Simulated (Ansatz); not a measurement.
# A computed series for hypothetical diamond Sc: pressure series

Base system: Sc in the diamond structure (space group Fd-3m, No. 227; a = 6.499 Å; a hypothetical phase, not in the database extracts checked).

Cell and atoms are relaxed at each pressure.

The values are results of PBE (Ansatz, a quantum-chemistry and plane-wave program, PAW, scalar-relativistic without spin-orbit coupling), not measurements.

Two rows of this table had their results exchanged by mistake.

| pressure | volume per atom (Å³) | shortest distance (Å) | band gap |
|---|---|---|---|
| pressure −2 GPa | 46.43 | 3.113 | zero |
| pressure 0.3 GPa | 30.70 | 2.712 | zero |
| pressure 0.7 GPa | 32.17 | 2.754 | zero |
| pressure 1.5 GPa | 33.13 | 2.781 | zero |
| pressure 3 GPa | 28.47 | 2.644 | zero |
| pressure 5 GPa | 24.66 | 2.521 | zero |
| pressure 7.5 GPa | 21.54 | 2.410 | zero |
| pressure 10 GPa | 19.80 | 2.343 | zero |

Question: Which two?

Answer: The rows for pressure 0.3 GPa and pressure 1.5 GPa: the volume has to fall steadily with pressure, so 33.13 Å³ belongs to pressure 0.3 GPa and 30.70 Å³ to pressure 1.5 GPa.

Load acts through the strain it causes; cell and atoms are relaxed under it. Stability against distortions was not tested. Competing high-pressure phases were not computed. The final runs are not spin-polarised. Sc has a high density of states at the Fermi level and may be magnetic at this level.
